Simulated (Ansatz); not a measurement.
**What x(Cd) = 0.333, 6 atoms, P3m1 does to ZnSe**

The reference is ZnSe in the zinc blende structure (space group F-43m, No. 216; a = 5.6335 Å).

The other end (x = 1) is CdSe in the zinc blende structure (space group F-43m, No. 216): 28.12 Å³/atom, gap 0.48 eV.

Now apply this change: Cd replaces 33.3 % of the Zn, ordered in a cell of 6 atoms (starting symmetry P3m1) and fully relaxed.

The values are results of Kohn–Sham DFT with the PBEsol functional, run in Ansatz (a program for electronic structure) with PAW and 420 eV plane waves, no spin-orbit coupling, not measurements. Settings: 9×9×4 k-points, 0.05 eV Fermi–Dirac smearing, for the changed cell.

The volume per atom goes up by 1.83 Å³ to 24.18 Å³ and the density rises by 0.132 g/cm³ to 5.50 g/cm³. The shortest interatomic distance drops by 0.0088 Å, from 2.439 Å to 2.431 Å and the band gap drops by 0.51 eV to 0.73 eV. The gap character (in this cell's own zone, which can be folded) is still direct at Γ and the electron mass changes from 0.091 mₑ (at Γ) to 0.078 mₑ along c, 0.072 mₑ across (at Γ). The valence-band top at Γ (three highest levels, from the VBM) becomes 0.00, 0.00, -0.22 eV (base: 0.00, 0.00, 0.00 eV) and the mixing energy comes out as +21 meV/atom. The deviation of the volume from the linear (Vegard-type) interpolation is -0.4 % and the bowing parameter b of this ordering, from Eg = [1−x] Eg[0] + x Eg[1] − b x [1−x], amounts to 1.1 eV. The mean first-shell distances amounts to Zn–Se 2.464 Å (end compound 2.439 Å), Cd–Se 2.592 Å (end compound 2.634 Å).

Each cell is one ordered arrangement of few atoms, which overstates ordering effects compared with a random alloy. Masses are band curvatures over ±0.01 Å⁻¹ around the edge. No phonon test of stability was made. k-point labels follow each cell's own Brillouin zone.
